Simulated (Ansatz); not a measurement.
Consider the following.

End structure of a constructed model of the (110) surface of bcc W, a pseudomorphic layer of Zn in the host's stacking (bottom of the slab: a bare face, its two planes held):

```
CELL_PARAMETERS angstrom
      2.75768     0.00000     0.00000
     -0.91923     2.59996     0.00000
      0.00000     0.00000    30.00000
ATOMIC_POSITIONS crystal
  W  0.50000 0.50000 0.27078
  W  0.00000 0.00000 0.34583
  W  0.50000 0.50000 0.42091
  W  0.00000 0.00000 0.49588
  W  0.50000 0.50000 0.57102
  W  0.00000 0.00000 0.64472
  Zn 0.50000 0.50000 0.71790
```

Set-up: 7 atoms, 13.8 Å thick at the start with caps and adatoms (thin: gaps and levels are the slab's own); mesh 14x14x1; 0.1 eV smearing; dipole correction on; single point; on the structure that PBE left under its start's symmetry; no spin, no spin-orbit, no U. It is one candidate, not shown to be the stable structure of the face.

Task: What work function of the top face does r2SCAN, at the PBE geometry in Ansatz (a quantum-chemistry and plane-wave program) give?

Result: 4.44 eV
